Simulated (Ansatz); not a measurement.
Phonon-limited electron mobility of Ge (Fd-3m) in cm²/(V·s), PBEsol, finite-displacement electron-phonon coupling, linearised Boltzmann equation (Ansatz, a quantum-chemistry and plane-wave program). Condition of this run: hydrostatic pressure 8 GPa (the target of the relaxation). Geometry: relaxed with this functional, without spin-orbit coupling.

```
Condition           μ
---------  ----------
150 K            4600
200 K            2400
250 K            1450
300 K      (withheld)
350 K             699
400 K      (withheld)
500 K             330
600 K             226
```

**Question.** Fill in the missing entries.

**Answer.** 
- 300 K, μ: 973
- 400 K, μ: 527

**Question.** What exponent p of μ ∝ T^−p fits 200 to 400 K (along x)?

**Answer.** p ≈ 2.2; acoustic deformation-potential scattering alone gives 1.5.

Scattering by harmonic phonons alone: no impurities, screening or carrier-carrier scattering, bands fixed at 0 K. From a coarser fine mesh the values given move by up to 5 %. The mesh was bound by memory.
